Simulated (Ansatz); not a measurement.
```
CELL_PARAMETERS angstrom
      5.72244     0.00000     0.00000
      0.00000     5.72244     0.00000
      0.00000     0.00000     5.72244
ATOMIC_POSITIONS crystal
  Cs 0.00000 0.00000 0.00000
  Ge 0.50000 0.50000 0.50000
  Br 0.50000 0.50000 0.00000
  Br 0.00000 0.50000 0.50000
  Br 0.50000 0.00000 0.50000
```

No spin polarisation.

Level of theory: r2SCAN/PAW in Ansatz (a quantum-chemistry and plane-wave program), no spin-orbit coupling. Γ-centred 6×6×6 mesh, Fermi–Dirac width 0.05 eV.

Question: Predict the gap character.

Answer: Direct at R.

Question: What hole mass does the calculation give?

Answer: 0.11 mₑ (at R).

Question: What band gap does the calculation give?

Answer: 1.14 eV.

Question: What is the computed electron mass (degenerate bands, along [100])?

Answer: 0.067, 0.95, 0.95 mₑ (at R).

Load acts through the strain it causes; cell and atoms are relaxed under it. Masses are band curvatures over ±0.01 Å⁻¹ around the edge. No phonon test of stability was made. The cell was made from CsGeBr3 in the cubic perovskite structure (space group Pm-3m, No. 221; a cell from a computed database, its experimental status unchecked) by this change: pressure −2 GPa. Many cubic perovskites are stable only at high temperature; tilts and polar distortions were not tested.
